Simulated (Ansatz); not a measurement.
Start from MgO in the rock salt structure (space group Fm-3m, No. 225; a = 4.204 Å).

Structures relaxed with plane-wave PAW DFT at the r2SCAN level (Ansatz, an electronic-structure program, 500 eV), no spin-orbit coupling.

Base:

Simulated powder pattern, Mo Kα, λ = 0.71073 Å (kinematic, ideal powder, no thermal factors, no anomalous dispersion; the 10 strongest lines at most, above 2 %, up to 2θ = 40°):

| 2θ (°) | I/Imax (%) | hkl |
|---|---|---|
| 16.84 | 10 | (111) |
| 19.46 | 100 | (200) |
| 27.66 | 62 | (220) |
| 32.56 | 7.9 | (311) |
| 34.05 | 19 | (222) |
| 39.52 | 7.6 | (400) |

Modification: every Mg is replaced by Sr; the structure is relaxed again.

Task: Predict the new powder pattern.

Result: 
Simulated powder pattern, Mo Kα, λ = 0.71073 Å (kinematic, ideal powder, no thermal factors, no anomalous dispersion; the 10 strongest lines at most, above 2 %, up to 2θ = 40°):

```json
[
 {"2θ (°)": "13.70", "d (Å)": "2.979", "I/Imax (%)": "88", "hkl": "(111)"},
 {"2θ (°)": "15.83", "d (Å)": "2.580", "I/Imax (%)": "100", "hkl": "(200)"},
 {"2θ (°)": "22.47", "d (Å)": "1.824", "I/Imax (%)": "74", "hkl": "(220)"},
 {"2θ (°)": "26.41", "d (Å)": "1.556", "I/Imax (%)": "48", "hkl": "(311)"},
 {"2θ (°)": "27.61", "d (Å)": "1.490", "I/Imax (%)": "26", "hkl": "(222)"},
 {"2θ (°)": "31.98", "d (Å)": "1.290", "I/Imax (%)": "12", "hkl": "(400)"},
 {"2θ (°)": "34.94", "d (Å)": "1.184", "I/Imax (%)": "21", "hkl": "(331)"},
 {"2θ (°)": "35.88", "d (Å)": "1.154", "I/Imax (%)": "33", "hkl": "(420)"},
 {"2θ (°)": "39.44", "d (Å)": "1.053", "I/Imax (%)": "24", "hkl": "(422)"}
]
```

The indices refer to each structure's own conventional cell; one index is shown for lines that coincide.

Stability against distortions was not tested.
